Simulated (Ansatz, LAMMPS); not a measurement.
**Si lens of 9 atoms, radius 0.50 nm, coherent in Ge, 6x6x6 cubic cells at the host's lattice parameter**

Cell 34.56 × 34.56 × 34.56 Å, Si9Ge1719, 1728 atoms. Prepared with LAMMPS with Tersoff's 1989 multicomponent potential (SiCGe.tersoff): minimisation. 

All values below come from PBE, support functions at accuracy medium on the grid of 370 eV (norm-conserving potentials; Ansatz, a program for electronic structure).

Basis: localised support functions (accuracy medium) on a full density matrix. k-points: zone centre alone; occupations: Fermi-Dirac, 0.010 eV; spin polarisation not allowed. Scalar-relativistic, no spin-orbit coupling.

```
Property                                                                                        Result
--------------------------------------------  --------------------------------------------------------
energy over the perfect crystal(s), per atom                                                0 meV/atom
electronic character of the cell                                      no gap resolved at this smearing
coordination (neighbours within 2.993 Å)                                                100.0 % 4-fold
Ge-Ge bonds, mean ± spread                                                             2.495 ± 0.001 Å
Ge-Si bonds, mean ± spread                                                             2.452 ± 0.004 Å
Si-Si bonds, mean ± spread                                                             2.412 ± 0.007 Å
bond angles, mean ± spread                                                               109.5° ± 0.3°
pressure                                                                                     -0.01 GPa
cost of the final run                         around 2.1 core-hours (rough), 13 SCF iterations, 34 GiB
```
